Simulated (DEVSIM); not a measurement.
System: Pd/Al2O3/n-Si capacitor, at 300 K.

Layer 1 from the left is Al2O3, thickness (nm) 9.40. Layer 2 from the left is Si, thickness (nm) 6200, Nd (cm⁻³) 8.7e15.

Metal gate on the left, work function 5.2 eV. Fixed charge at the semiconductor interface 1.5e10 cm⁻² (in units of +e); no interface traps.

This is a model device: material constants are rounded textbook-type values typed into the input, and sizes, dopings and lifetimes were drawn at random. Values at 300 K.

Al2O3: gap (eV) 6.8, affinity (eV) 1.35, permittivity 9. Si: gap (eV) 1.124, affinity (eV) 4.05, permittivity 11.7, Nc (cm⁻³) 2.86e19, Nv (cm⁻³) 3.1e19.

Estimate by hand the flat-band voltage, the threshold voltage, and compare with a numerical solution.


- Flat-band voltage: C = 0.848 μF/cm², work-function difference 0.941 V; VFB = φms − qNf/C = 0.94 V; numerical 0.94 V.
- Threshold voltage: φF = 0.352 V, depletion charge √(4εqNφF) = 4.51e-8 C/cm²; VT = VFB − 2φF − Qd/C = 0.18 V; numerical 0.18 V.

DEVSIM, 1D Poisson equation in equilibrium, Boltzmann statistics, complete ionisation; no quantum confinement or tunnelling. Metal contacts follow the ideal Schottky-Mott rule: no Fermi-level pinning, no interface dipoles.
